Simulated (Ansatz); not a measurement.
We consider Be3N2 (P6₃/mmc, No. 194, 10 atoms in the cell; start mp-6977; a measured phase of this formula has another space group), described by G0W0@PBEsol (hard PAW, contour deformation; Ansatz, an electronic-structure program).

The cell is the one relaxed with PBEsol. Conventional cell: a = 2.8367 Å, b = 2.8367 Å, c = 9.7075 Å, α = 90.00°, β = 90.00°, γ = 120.00°.

The quasiparticle gap at Γ at a fixed k mesh 3×3×1:

```tsv
response cutoff	value (eV)
250 eV, 1115 empty bands	7.999
300 eV, 1466 empty bands	8.015
400 eV, 2258 empty bands	8.036
500 eV, 3155 empty bands	8.046
```

Taking the value to converge with the response cutoff E as E^(−3/2), extrapolate from the last two rows.

With y = y∞ + c/w and weights w = 8000 and 11180 for the last two rows, y∞ = (w2 y2 − w1 y1)/(w2 − w1) = (11180 × 8.046 − 8000 × 8.036)/3180 = 8.071 eV, which lies 0.025 beyond the last row. Successive pairs of rows give 8.066, 8.075, 8.071. The limit also hangs on the law assumed, so its last digits aren't firm.

The other settings are not extrapolated, so this is the limit in one setting alone.

At the last cutoff the smallest gap on this mesh is 6.45 eV, with an edge away from Γ.

A start named mp-… is a Materials Project structure, which need not be a measured phase.
